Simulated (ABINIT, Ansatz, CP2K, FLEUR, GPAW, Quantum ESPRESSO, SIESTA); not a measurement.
**Code comparison for LiH (Fm-3m, 2 atoms in the cell)**

Self-consistent single point.

```
CELL_PARAMETERS angstrom
      0.00000     2.04277     2.04277
      2.04277     0.00000     2.04277
      2.04277     2.04277     0.00000
ATOMIC_POSITIONS crystal
  Li 0.00000 0.00000 0.00000
  H  0.50000 0.50000 0.50000
```

All programs got the same cell, k-point mesh and kind of occupations (some realise fixed ones as a very narrow smearing) (in Ansatz's words: kpoints.mp_grid.grid = 14 14 14; scf.occupations.method = fixed); potentials, basis and cutoffs are each program's usual ones.

| code | model | pressure (GPa) | gap on the mesh (eV) | k-points | cutoff |
|---|---|---|---|---|---|
| FLEUR | PBE, all-electron FLAPW (FLEUR), scalar-relativistic valence | – | 3.023 | 104 | Kmax 4.5 1/bohr |
| CP2K | PBE, GPW, DZVP-MOLOPT-SR-GTH basis, GTH-PBE potentials (GTH_POTENTIALS) | -2.92 | 2.561 | 1376 | grid 450 Ry |
| ABINIT | PBE, norm-conserving pseudopotentials (PseudoDojo nc-sr-05 PBE standard) | -1.95 | 3.028 | 104 | 1007 eV |
| Ansatz | PBE, default PAW files | -2.02 | 3.025 | 104 | default |
| SIESTA | GGA PBE, numerical atomic orbitals TZP, PseudoDojo PBE standard norm-conserving potentials (rewritten from UPF to PSML) | -1.57 | 3.139 | 1484 | grid 350 Ry |
| GPAW | PBE, GPAW PAW datasets PBE (gpaw-data 1.0.1) | -1.49 | 3.006 | 104 | 850 eV |
| Quantum ESPRESSO | PBE, SSSP 1.1.2 efficiency (PBE) pseudopotentials | -1.93 | 3.024 | 104 | 55 Ry |

A dash marks a value that a program does not give, or that is left out as unsure.

Gaps are read on the mesh.

The spread over the programs that give each value: pressure within 1.43 GPa; gap on the mesh within 0.578 eV.

The starting cell comes from a database of computed structures (which also holds hypothetical and non-ambient phases and stackings), without a prior relaxation at this level. Its lattice was rescaled by a random factor within 2.5 % of one.

**Question.** Why do the programs differ, and what cannot be compared?

**Answer.** Differences of this kind can come from the potentials, where these differ, and from what each basis and cutoff leave unconverged. The valence holds different numbers of electrons (FLEUR 4, CP2K 4, ABINIT 4, Ansatz (a quantum-chemistry and plane-wave program) 4, SIESTA 4, GPAW 2, Quantum ESPRESSO 4). The zero of total energies and Fermi levels follows the potentials and each program's conventions, so they are not compared here. CP2K and SIESTA use small atom-centred bases, whose incompleteness enters pressures, forces and empty levels differently from a plane-wave cutoff. FLEUR treats all electrons, but the usual bases taken here (sphere radii, linearisation, local orbitals, empty states) were not tested for convergence, so the values are no reference for the others. Ansatz's pressure is given at a fixed set of plane waves, as the other plane-wave codes print theirs; with its correction for the finite basis it is -1.92 GPa. The programs reduce the same mesh by symmetry to different extents, which changes the work and not the result. In the gap, CP2K (by 0.464) lies more than 0.12 eV from the median of the plane-wave programs.

Left out of this page: Elk (failed or unconverged).

Keys are those of Ansatz 0.2.
